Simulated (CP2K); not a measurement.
A self-consistent single point of Ba (P-1, 2 atoms in the cell) with CP2K.

Computed with CP2K 2026.2 with PBEsol, GPW, DZVP-MOLOPT-SR-GTH basis, GTH-PBE potentials (GTH_POTENTIALS).

The change in words: atoms moved at random. Reference geometry:
```
Ba
1.0
    4.46708     0.00000     0.00000
   -2.38499     3.77712     0.00000
    0.00000     0.00000     7.26927
Ba
2
Direct
  0.64960   0.35040   0.75000
  0.35040   0.64960   0.25000
```

Reference input (self-consistent single point, DFT PBEsol, GPW, DZVP-MOLOPT-SR-GTH basis, GTH-PBE potentials (GTH_POTENTIALS)): CUTOFF = 500 Ry; REL_CUTOFF = 60 Ry; SMEAR/METHOD = GAUSSIAN; SIGMA = 0.272 eV; KPOINTS/SCHEME = MONKHORST-PACK 6 6 3; GAMMA_CENTERED = T; XC_FUNCTIONAL = PBE:PBESOL; Ba/BASIS_SET = DZVP-MOLOPT-SR-GTH-q10; Ba/POTENTIAL = GTH-PBE-q10; METHOD = GPW; EPS_DEFAULT = 1e-10; NGRIDS = 5. This run's input differs from it in these lines:

```diff
@@ -72,4 +72,4 @@
     &COORD
-      Ba       2.06611502     1.32350250     5.45195100
-      Ba       0.01597598     2.45361650     1.81731700
+      Ba       2.08407163     1.31004840     5.43472283
+      Ba      -0.00198063     2.46707060     1.83454517
     &END COORD
```

Output, abridged:

```
 SCF WAVEFUNCTION OPTIMIZATION

  Step     Update method      Time    Convergence         Total energy    Change
     1 NoMix/Diag. 0.30E+00      -     1.17778670       -51.1563432829 -5.12E+01
     2 Broy./Diag. 0.30E+00      -     0.00185402       -50.7516715914  4.05E-01
     3 Broy./Diag. 0.30E+00      -     0.01084134       -50.6977200968  5.40E-02
     4 Broy./Diag. 0.30E+00      -     0.00404963       -50.7607038956 -6.30E-02
     5 Broy./Diag. 0.30E+00      -     0.00482185       -50.8125404132 -5.18E-02
     6 Broy./Diag. 0.30E+00      -     0.00045243       -50.8305405540 -1.80E-02
   [... 4 lines left out ...]
    11 Broy./Diag. 0.30E+00      -     0.00001378       -50.8323229950  1.85E-04
    12 Broy./Diag. 0.30E+00      -     0.00000564       -50.8323252451 -2.25E-06
    13 Broy./Diag. 0.30E+00      -     0.00000134       -50.8323318465 -6.60E-06
    14 Broy./Diag. 0.30E+00      -     0.00000088       -50.8323409506 -9.10E-06
  *** SCF run converged in    14 steps ***

  Overlap energy of the core charge distribution:               0.00000000000000
  Self energy of the core charge distribution:               -104.47955250884375
  Core Hamiltonian energy:                                     20.37605581029445
  Hartree energy:                                              40.55250873308906
  Exchange-correlation energy:                                 -7.27733413070176
  Smearing free energy correction:                             -0.00401885609402
  Fermi energy:                                                 0.19240332324320

  Total energy:                                               -50.83234095060376
  Total energy (extrapolated to sigma->0):                    -50.83033152255675

   [... lines left out ...]

 STRESS| Analytical stress tensor [bar]
 STRESS|                        x                   y                   z
 STRESS|      x        3.58588243148E+03   1.23411217966E+03   6.06782541412E-01
 STRESS|      y        1.23411217966E+03   5.22216969590E+03   2.38614510716E+00
 STRESS|      z        6.06782541412E-01   2.38614510716E+00   6.08116839512E+03
 STRESS| 1/3 Trace                                             4.96307350750E+03
```

The run converged in 14 iterations. Against the reference run the free energy stays essentially unchanged (within 1 meV/atom), the pressure stays at 0.50 GPa and the largest force goes from 0.059 to 0.066 eV/Å.

The starting cell comes from a database of computed structures (which also holds hypothetical and non-ambient phases and stackings), without a prior relaxation at this level. Its lattice was rescaled by a random factor within 2.5 % of one. For this run, on top of that: atoms moved at random. Values carry the incompleteness of an atom-centred basis. The potentials were made for another functional than the one used.
